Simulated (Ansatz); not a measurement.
Worked calculations on one periodic cell of amorphous Si24O47F2: Si24O47F2, 73 atoms, volume 1053.4 Å³, made by a melt-quench on the CHGNet potential and relaxed with DFT. O and F atoms were pushed apart under 1.9 Å during the dynamics, to hinder bonds among them. It is a model cell: composition and starting density were chosen by hand, and all elements were melted together. Cycles of charging were run to anneal it. Calculation: PBE, scalar-relativistic without spin-orbit coupling (plane waves to 420 eV, PAW; Ansatz, an electronic-structure program). Sampling: a 2×2×2 Γ-centred mesh; Fermi-Dirac width 0.02 eV; no spin polarisation. Its volume was relaxed, its shape was free, and it stands at a mean pressure of 0.0 GPa with stress components up to 0.0 GPa; the relaxation ran on the zone centre alone. Its density went from a set 2.21 to 2.31 g/cm³. The cell is small and was quenched far faster than a real film, so it is one sample of the glass.

### Question
Count formal charges (Si +4, O -2, F -1). What does the count lead one to expect at the Fermi level, and what does the calculation give?

### Answer
24 × (+4) + 47 × (-2) + 2 × (-1) = 0. The charges balance, so the anion-derived valence states can be full and a gap can open. On this mesh the highest filled and lowest empty level lie 5.21 eV apart, the PBE gap of this cell, with a localised state at one edge or both.

Four energies for an added electron at PBE on the zone centre alone (charged cells in a uniform background, spin-polarised): neutral at the neutral geometry -43620.883 eV; charged at the neutral geometry -43614.359 eV; charged and relaxed -43614.397 eV; neutral at the charged geometry -43620.813 eV.

### Question
Find the two relaxation energies and their sum, the reorganisation energy.

### Answer
On charging: -43614.359 − (-43614.397) = 0.038 eV. On discharging: -43620.813 − (-43620.883) = 0.070 eV. The sum is 0.108 eV. The carrier's level spreads over 53 of the 73 atoms' worth, more than a fifth of the atoms or a third of the atoms of its main element (six at least), and the sum is small, so it counts as a band carrier, whose relaxation energy shrinks as the cell grows. PBE's self-interaction favours spread-out carriers, so a hybrid can localise more.
